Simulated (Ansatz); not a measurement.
Cubic perovskite CsCdCl₃, treated with PBE0 in Ansatz (plane waves, PAW).

Settings: plane-wave cutoff 460 eV, 6×6×6 k mesh, Fermi–Dirac smearing 0.01 eV, scalar-relativistic PAW data made under PBE.

A third-order Birch–Murnaghan fit to the energies gives V0 = 29.432 Å³/atom, B0 = 32.8 GPa, B′ = 4.9.

```csv
V (Å³/atom),P (GPa)
27.944,1.927
28.679,0.902
29.590,-0.175
30.150,?
30.886,?
```

Question: Estimate the withheld pressures from this fit; the answers are the runs' own values.

Answer: 
- 30.150, P (GPa): -0.747
- 30.886, P (GPa): -1.407

The formula P = (3/2) B0 (x^(7/3) − x^(5/3)) [1 + (3/4)(B′ − 4)(x^(2/3) − 1)] with x = V0/V meets the computed pressures within 0.01 GPa when these rounded values are put in.

Spin–orbit coupling is not included.

Static lattice: no zero-point or thermal effects.

Ansatz is an electronic-structure program.
